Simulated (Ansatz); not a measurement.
Gap of a (7,0) AlN nanotube at several levels, all on one geometry.

Levels: PBE (plane waves to 420 eV, PAW; Ansatz, a quantum-chemistry and plane-wave program); r2SCAN (plane waves to 500 eV, PAW; Ansatz); HSE06 (Ansatz). Unmarked values and the geometry are of the first. Mesh 1×1×6. No spin polarisation. One-dimensional cell, images about 11 Å apart. A hypothetical model, rolled from the flat sheet. It keeps the symmetry and period of its start, so it need not be a minimum against all distortions. HSE06 ran on a 1×1×4 mesh and at PBE's edge points.

```csv
level,gap (eV)
PBE,2.57
r2SCAN,…
HSE06,3.66
```

Question: What belongs in the gaps?

Answer: 
- r2SCAN, gap (eV): 2.94
